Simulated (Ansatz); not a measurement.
Effect of holes 7.0×10^21 cm⁻³ on ZnCu2GeS4

Consider ZnCu₂GeS₄ (space group I-4, No. 82; a = 5.360 Å, c = 10.650 Å).

Modification: hole doping at 7.0×10^21 cm⁻³ (1.07 per cell), with a uniform compensating background at fixed cell and a 300 K Fermi–Dirac width.

Method: Ansatz (a first-principles code), PBE, PAW, cutoff 420 eV, no spin-orbit coupling. Settings: 12×12×12 k-points, 0.0259 eV Fermi–Dirac smearing.

| quantity | base | changed | shift |
|---|---|---|---|
| gap between the host's bands | 0.47 eV | 0.73 eV | +0.26 eV |
| gap character | direct at Γ | direct at Γ | – |
| valley order (the lowest conduction-band minima on the path, energy above the VBM, named in the base's zone) | Γ 0.47 eV; X (0, 0, 1/2) 0.73 eV; M (1/2, 1/2, 1/2) 1.43 eV | Γ 0.73 eV; X (0, 0, 1/2) 0.92 eV; M (1/2, 1/2, 1/2) 1.60 eV | – |
| Fermi level relative to the doped band's edge (positive inside the band; to 0.05 eV) | – | +0.40 eV | – |

Final structure:

```
ZnCu2GeS4
1.0
   -2.67989     2.67989     5.32512
    2.67989    -2.67989     5.32512
    2.67989     2.67989    -5.32512
Cu Zn Ge S
2 1 1 4
Direct
  0.00000   0.00000   0.00000
  0.75000   0.25000   0.50000
  0.25000   0.75000   0.50000
  0.50000   0.50000   0.00000
  0.63275   0.62047   0.49959
  0.12088   0.13316   0.50041
  0.37953   0.87912   0.01228
  0.86684   0.36725   0.98772
```
Cell charge +1.07083.

Cost of the whole job for the changed cell (relaxation, final SCF and bands): about 13 core-minutes (a rough figure).

Charged cell with a jellium background: band edges are those of the host's band count, energies are not comparable with the neutral cell, and many-body gap narrowing is missing. Stability against distortions was not tested. The final runs are not spin-polarised.
